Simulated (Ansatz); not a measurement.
The parent structure is KCl in the rock salt structure (space group Fm-3m, No. 225; a = 6.243 Å).

Perturbation: the cell is scaled by 0.9750 in all directions, atoms relaxed at fixed cell.

Calculations: plane-wave PAW DFT at the PBEsol level (Ansatz, a first-principles code, 420 eV), spin-orbit coupling left out.

Base, band edges from the VBM (valence, conduction): X -0.23, 6.37; W -0.50, 7.93; L -0.35, 7.48; Γ 0.00, 5.10; K -0.31, 7.15; U -0.31, 7.15 eV.

Question: Give the band edges at the high-symmetry points of the new zone, measured from its valence-band maximum.

Answer: 
```
point  valence edge (eV)  conduction edge (eV)
-----  -----------------  --------------------
Γ                   0.00                  5.36
X                  -0.25                  6.27
U                  -0.35                  7.15
K                  -0.35                  7.15
L                  -0.43                  7.68
W                  -0.54                  8.02
```

The gap is 5.36 eV, direct at Γ.

The cells carry an imposed strain or load. Stability against distortions was not tested.
